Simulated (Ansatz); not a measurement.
Base system: Au in the fcc (Cu type) structure (space group Fm-3m, No. 225; a = 4.124 Å). Axes: x, y, z lie along the cube axes.

All numbers come from r2SCAN (Ansatz, a quantum-chemistry and plane-wave program, PAW, no spin-orbit coupling).

For the base:

- Pressure: 0.0 GPa

Perturbation: the symmetric strain tensor [0.0024 -0.0040 0.0043; -0.0040 -0.0086 0.0039; 0.0043 0.0039 0.0032]; the atoms relax in the strained cell.

Q: What does the calculation give for the energy relative to the base after the change?

A: The energy hardly moves.

Q: How does this affect the pressure?

A: The pressure (mean of the normal stresses, compression positive) goes from zero to 0.5 GPa.

Without a gap, meshes like the base's 19×19×19 leave anisotropic stresses uncertain by several tenths of a GPa, and small strain energies with them. Stability against distortions was not tested.
